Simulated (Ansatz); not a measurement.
## TiO2: pressure series

Base system: TiO2 in the anatase structure (space group I4_1/amd, No. 141; a = 3.739 Å, c = 9.455 Å).

Cell and atoms are relaxed at each pressure.

The values are results of plane-wave PAW DFT at the LDA level (Ansatz, a quantum-chemistry and plane-wave program, 420 eV), no spin-orbit coupling, not measurements.

```tsv
pressure (GPa)	volume per atom (Å³/atom)
-2	11.134
-1	?
0	11.017
0.9	10.966
2.1	10.898
4.5	10.767
15	10.233
22.5	9.894
30	9.589
```

Question: Fit the third-order Birch–Murnaghan form P(V) = (3B₀/2)[(V₀/V)^(7/3) − (V₀/V)^(5/3)]·[1 + (3/4)(B₀′ − 4)((V₀/V)^(2/3) − 1)] (squares taken in P) to the rows shown and predict the withheld row.

Answer: Least squares on the printed values gives V₀ = 11.018 Å³/atom, B₀ = 188 GPa, B₀′ = 2.2; this predicts 11.077 Å³/atom, and the run gives 11.075 Å³/atom, 0.002 lower.

Load acts through the strain it causes; cell and atoms are relaxed under it. Whether these cells are dynamically stable was not tested. No other phases were tried under pressure. All final runs are without spin polarisation.
